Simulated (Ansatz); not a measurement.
System: BaGaGeH (P3m1, No. 156, 4 atoms in the cell; start mp-1018095). Method: PBEsol in Ansatz (plane waves, PAW).

Settings: plane-wave cutoff 500 eV, 12×12×8 k mesh (along the axes of the cell as run), Fermi–Dirac smearing 0.05 eV, scalar-relativistic PAW data made under PBE.

Cell (relaxed at this level):

```yaml
crystal:
  lattice:
    - [4.30595, 0.00000, 0.00000]
    - [-2.15297, 3.72906, 0.00000]
    - [0.00000, 0.00000, 5.09759]
  atoms:
    - { symbol: Ba, position: [0.33333, 0.66667, 0.99948] }
    - { symbol: Ga, position: [0.00000, 0.00000, 0.54704] }
    - { symbol: Ge, position: [0.66667, 0.33333, 0.44628] }
    - { symbol: H, position: [0.00000, 0.00000, 0.88709] }
```

### Question
Predict the band gap.

### Answer

- band gap: 0.21 eV (on the SCF k mesh)

Note: the relaxation could not lower the start's symmetry, so the cell can be a saddle point above a distorted one.

Spin–orbit coupling is not included.

Computed values are for the static lattice.

It cost roughly 6 core-minutes of CPU time.

A start named mp-… is a Materials Project structure, which need not be a measured phase.

Ansatz is a program for electronic structure.
